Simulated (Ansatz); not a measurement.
## ZnGeP2: pressure 0.9 GPa

Consider ZnGeP2 in the chalcopyrite structure (space group I-42d, No. 122; a = 5.424 Å, c = 10.710 Å).

Perturbation: a hydrostatic pressure of 0.9 GPa.

Calculations: PBEsol (Ansatz, a program for electronic structure; PAW; 420 eV plane waves; spin-orbit coupling left out), earlier PAW set. k-mesh 9×9×9 (Γ-centred); smearing 0.05 eV (Fermi–Dirac).

The volume per atom drops by 0.206 Å³, from 19.69 Å³ to 19.49 Å³ and the lattice parameter a shrinks by 0.0355 bohr (10.250 bohr → 10.215 bohr). The c/a ratio stays 1.974 and the shortest interatomic distance falls by 0.014 bohr (4.410 bohr → 4.396 bohr). The band gap drops by 0.02 eV (1.07 eV → 1.05 eV) and the gap character remains indirect, Γ → M–S (33 % along). The width of the top valence band goes up by 0.03 eV, from 1.50 eV to 1.53 eV and the hole mass changes from 0.096 mₑ along c, 0.33 mₑ across (at Γ) to 0.100 mₑ along c, 0.33 mₑ across (at Γ). The valence-band top at Γ (three highest levels, from the VBM) remains 0.00, -0.07, -0.07 eV.

Load acts through the strain it causes; cell and atoms are relaxed under it. Masses are band curvatures over ±0.01 Å⁻¹ around the edge. Whether these cells are dynamically stable was not tested.
